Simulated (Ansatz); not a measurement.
The reference is Be3As2 (space group P-3m1, No. 164; a = 3.599 Å, c = 5.960 Å; a hypothetical phase, not in the database extracts checked). Axes: x lies along a and z along c of the hexagonal cell.

Computed with PBEsol in Ansatz (plane waves to 420 eV, PAW, no spin-orbit coupling).

Before the change:

- Pressure: 0.0 GPa
- Volume per atom: 13.37 Å³

Perturbation: tensile biaxial strain of 3.37 % in the plane normal to [001], as in epitaxy on a mismatched substrate; the out-of-plane cell vector and the atoms relax.

Question: What happens to the pressure?

Answer: The pressure (mean of the normal stresses, compression positive) goes from zero to -4.4 GPa.

Question: How does this affect the volume per atom?

Answer: The volume per atom rises by 0.785 Å³, from 13.37 Å³ to 14.16 Å³.

Without a gap, meshes like the base's 15×15×8 leave anisotropic stresses uncertain by several tenths of a GPa, and small strain energies with them. Whether these cells are dynamically stable was not tested. All final runs are without spin polarisation.

Ansatz is a quantum-chemistry and plane-wave program.
